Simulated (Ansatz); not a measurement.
C11b MoSi₂, treated with revPBE (PAW; Ansatz, a first-principles code).

Settings: plane-wave cutoff 520 eV, 24×24×24 k mesh, Fermi–Dirac smearing 0.05 eV, no spin polarisation, scalar-relativistic PAW data made under PBE.

Response to compression and expansion:

Shape and atoms are relaxed at each volume.

```json
[
 {"V (Å³/atom)": "13.157", "P (GPa)": "8.91", "c (Å)": "7.804", "a (Å)": "3.181"},
 {"V (Å³/atom)": "13.431", "P (GPa)": "4.21", "c (Å)": "7.850", "a (Å)": "3.204"},
 {"V (Å³/atom)": "13.705", "P (GPa)": "0.00", "c (Å)": "7.896", "a (Å)": "3.227"},
 {"V (Å³/atom)": "13.979", "P (GPa)": "-3.78", "c (Å)": "7.941", "a (Å)": "3.250"},
 {"V (Å³/atom)": "14.253", "P (GPa)": "-7.16", "c (Å)": "7.986", "a (Å)": "3.272"}
]
```

Note: the bulk modulus comes from volumes at which shape and atoms were relaxed.
